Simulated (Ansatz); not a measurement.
Consider Al3Pd2 (space group P-3m1, No. 164; a cell from a computed database, its experimental status unchecked).

```xyz
5
Lattice="4.2101 0.0000 0.0000 -2.1050 3.6460 0.0000 0.0000 0.0000 5.1395" Properties=species:S:1:pos:R:3 pbc="T T T"
Al     0.0000     0.0000     0.0000
Al     0.0000     2.4307     3.3171
Al     2.1050     1.2153     1.8224
Pd     0.0000     2.4307     0.7998
Pd     2.1050     1.2153     4.3397
```

Calculations: PBEsol, PAW, 420 eV (Ansatz, a program for electronic structure; spin-orbit coupling left out).

One change was made to it. Results:

The shortest interatomic distance drops by 0.018 Å (2.517 Å → 2.499 Å); the c/a ratio is nearly the same (1.221 against 1.222).

**Question.** What was done to the base?
(A) pressure 3 GPa
(B) pressure 1.5 GPa
(C) pressure 0.7 GPa
(D) pressure 0.3 GPa
(E) pressure −1 GPa

**Answer.** A, pressure 3 GPa. For comparison, the shortest interatomic distance in the other runs: pressure 1.5 GPa gives 2.508 Å; pressure 0.7 GPa gives 2.513 Å; pressure 0.3 GPa gives 2.515 Å; pressure −1 GPa gives 2.524 Å.

Load acts through the strain it causes; cell and atoms are relaxed under it. Whether these cells are dynamically stable was not tested. The final runs are not spin-polarised.
